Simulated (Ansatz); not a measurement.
The reference is NiSi (space group Pnma, No. 62; a = 5.105 Å, b = 3.360 Å, c = 5.504 Å; non-magnetic).

Structures relaxed with Ansatz (a first-principles code) PBEsol, without spin-orbit coupling.

Base:

Simulated powder pattern, Cu Kα, λ = 1.54184 Å (kinematic, ideal powder, no thermal factors, no anomalous dispersion; the 14 strongest lines at most, above 2 %, up to 2θ = 90°):

| 2θ (°) | I/Imax (%) | hkl |
|---|---|---|
| 23.77 | 15 | (101) |
| 31.19 | 73 | (011) |
| 32.54 | 17 | (002) |
| 35.16 | 28 | (200) |
| 35.92 | 20 | (111) |
| 37.11 | 14 | (102) |
| 46.20 | 76 | (112) |
| 47.70 | 100 | (211) |
| 48.66 | 28 | (202) |
| 53.04 | 27 | (103) |
| 54.63 | 30 | (020) |
| 56.62 | 14 | (301) |
| 57.21 | 16 | (013) |
| 79.62 | 14 | (123) |

One thing is altered: an isotropic linear strain of −5.87 %, atoms relaxed at fixed cell.

Where do the lines fall after the change?


Simulated powder pattern, Cu Kα, λ = 1.54184 Å (kinematic, ideal powder, no thermal factors, no anomalous dispersion; the 14 strongest lines at most, above 2 %, up to 2θ = 90°):

| 2θ (°) | I/Imax (%) | hkl |
|---|---|---|
| 25.28 | 20 | (101) |
| 33.19 | 77 | (011) |
| 34.63 | 16 | (002) |
| 37.43 | 34 | (200) |
| 38.24 | 18 | (111) |
| 39.52 | 19 | (102) |
| 47.53 | 19 | (210) |
| 49.26 | 97 | (112) |
| 50.88 | 100 | (211) |
| 51.91 | 24 | (202) |
| 56.64 | 30 | (103) |
| 58.35 | 32 | (020) |
| 60.50 | 17 | (301) |
| 85.72 | 16 | (123) |

The indices refer to the base's conventional cell; one index is shown for lines that coincide.

Whether these cells are dynamically stable was not tested. Starting moments died away, wholly or in part, for the base; another magnetic solution may exist. All final runs are without spin polarisation.
